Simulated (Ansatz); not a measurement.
**SrO: biaxial strain −2.00 %, plane normal [001], relaxed out of plane**

Base system: SrO in the rock salt structure (space group Fm-3m, No. 225; a = 5.1224 Å). Axes: x, y, z lie along the cube axes.

It is then changed as follows: compressive biaxial strain of 2.00 % in the plane normal to [001], as in epitaxy on a mismatched substrate; the out-of-plane cell vector and the atoms relax.

Level of theory: PBEsol, PAW, 420 eV (Ansatz, a quantum-chemistry and plane-wave program; no spin-orbit coupling). k-mesh 11×11×11 (Γ-centred); smearing 0.05 eV (Fermi–Dirac).

| quantity | base | changed | shift |
|---|---|---|---|
| volume per atom | 16.80 Å³ | 16.31 Å³ | -0.49 Å³ |
| space group | Fm-3m (No. 225) | I4/mmm (No. 139) | – |
| shortest interatomic distance | 2.561 Å | 2.510 Å | -0.051 Å |
| energy relative to the base (free energy F) | 0 meV/atom | +9.4 meV/atom | +9.4 meV/atom |
| pressure (mean of the normal stresses, compression positive) | 0.00 GPa | 3.17 GPa | +3.17 GPa |
| band gap | 3.20 eV | 3.10 eV | -0.10 eV |
| gap character | – | indirect, Γ → X | – |
| smallest direct gap | 3.26 eV | 3.13 eV | -0.138 eV |
| valence-band top at Γ (three highest levels, from the VBM) | 0.00, 0.00, 0.00 eV | 0.00, 0.00, -0.12 eV | – |
| valley order (the lowest conduction-band minima on the path, energy above the VBM, named in the base's zone) | X along ⟨100⟩ 3.20 eV; Γ 3.93 eV | X along [100] 3.10 eV; X along [001] 3.21 eV; Γ 4.08 eV | – |
| out-of-plane strain | – | +1.11 % | – |
| ratio −ε⊥/ε∥ | – | 0.56 | – |
| mean in-plane stress (compression positive) | – | +4.7 GPa | – |

Final structure (turned so that z lies along the plane normal):

```yaml
crystal:
  lattice:
    - [3.54966, 0.00000, 0.00000]
    - [0.00000, 3.54966, 0.00000]
    - [1.77483, -1.77483, 2.58966]
  atoms:
    - { symbol: Sr, position: [0.00000, 0.00000, 0.00000] }
    - { symbol: O, position: [0.50000, 0.50000, 0.00000] }
```

Whether these cells are dynamically stable was not tested. Labels are those of the standard path for the cell's own space group.
